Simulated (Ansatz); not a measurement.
Input:

```yaml
crystal:
  lattice:
    - [0.00000, 2.71171, 2.76179]
    - [2.71171, 0.00000, 2.76179]
    - [2.71171, 2.71171, 0.00000]
  atoms:
    - { symbol: Si, position: [0.25000, 0.25000, 0.25000] }
    - { symbol: Si, position: [0.00000, 0.00000, 0.00000] }
```

Computed with r2SCAN with spin-orbit coupling, rigid bands (plane waves, PAW; Ansatz, a quantum-chemistry and plane-wave program). Condition of this run: uniaxial stress zz = -2 GPa (compression positive) (the target of the relaxation). Cell: cell and atoms relaxed with r2SCAN, then loaded as said.

**Question.** Predict the hole conductivity mass (n e² τ/σ) at 300 K, by direction if it differs.

**Answer.** 0.30 (x), 0.30 (y), 0.32 (z) mₑ.

**Question.** Predict the electron conductivity mass (n e² τ/σ) at 300 K, by direction if it differs.

**Answer.** 0.34 (x), 0.34 (y), 0.21 (z) mₑ.

**Question.** And the band gap?

**Answer.** 0.67 eV at this level; semilocal functionals usually fall short of the measured gap.

Rigid bands, one relaxation time for all states, no polarons.
